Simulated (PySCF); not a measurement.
PySCF 2.14.0, unrestricted PBE/def2-svp, df: [c]1ccc[nH]1, charge 0, multiplicity 2, 9 atoms. The geometry is a generated start, not checked to be a minimum at this level.

```yaml
task: energy
method: pbe
basis: def2-svp
two_electron_scheme: density fitting
mol.max_memory: 3000 MB
mf.max_cycle: 100
mf.init_guess: minao (default)
mf.DIIS: CDIIS (default)
mf.diis_space: 8 (default)
mf.conv_tol: 1e-09 (default)
mf.grids.level: 3 (default)
basis_functions: 90
grid_points: 109608
```

```xyz
9

C      0.4838    -1.2654     0.2619
C     -0.8281    -0.9902     0.0627
C     -0.8763     0.4116    -0.1746
C      0.3991     0.8985    -0.0956
N      1.2339    -0.1514     0.1744
H     -1.6528    -1.6708     0.0734
H     -1.7680     0.9723    -0.3753
H      0.7761     1.8951    -0.2157
H      2.2322    -0.0997     0.2888
```

Charge 0 and multiplicity 2 are set for this test and not shown to be the ground state.

One run each on 2 threads, 1 BLAS thread. Values of level_shift (Hartree) tried: 0 (default), 0.1, 0.3, 1.

### Question
Predict the course of the Fock builds along this series.

### Answer
Fewest Fock builds: 0 (default) with 15. The count rises to 38 at 0.3. The run ends without SCF convergence in 100 cycles at 1.

```tsv
level_shift (Hartree)	Fock builds	end
0 (default)	15	same solution
0.1	21	same solution
0.3	38	same solution
1	101	no convergence
```
